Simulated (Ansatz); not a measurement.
wurtzite AlN: the defect Ni on the Al site + N vacancy (Ni_Al+V_N)

Calculation: PBE, PAW (plane waves to 420 eV; Ansatz, a quantum-chemistry and plane-wave program). The supercell holds 96 host sites (3×2×2 repeats of the unit cell), with a 2×2×2 shifted k-point sampling for the final energies. Sites at the start: the Al site; N 1.90 Å away. Finite-size and sampling errors can reach tenths of an eV here. PBE underestimates the host's gap, which shifts levels and can delocalise carriers. Spin–orbit coupling is left out, and no Hubbard U is applied to the open shells. Each state is the lowest found from its start.

Formation energies E_f are those of the neutral cell. Chemical conditions: Al-rich (Δμ(Al) = 0.00 eV, Δμ(N) = -2.74 eV, Δμ(Ni) = -1.62 eV, bounded by Al3Ni (Pnma); only phases computed here count, gases as isolated molecules at 0 K). Reference phases: Al: fcc Al, N: N2 molecule in a box, Ni: fcc Ni, ferromagnetic.

```
charge         moment (μB)  largest move off a lattice site (Å)  E_f, Al-rich (eV)  above the lowest spin state (eV)
------  ------------------  -----------------------------------  -----------------  --------------------------------
+2                     2.0                                 0.59                  –                              0.00
+2      not spin-polarised                                 0.48                  –                              0.56
+1                     3.0                                 0.17                  –                              0.00
0                      2.0                                 0.08               6.61                              0.00
0       not spin-polarised                                 0.24               7.19                              0.58
−1                     1.0                                 0.51                  –                              0.00
```

Starting moments that weren't kept: charge +1 began with 1 μB and ended with 3.0.

All states together cost roughly 4 core-hours.
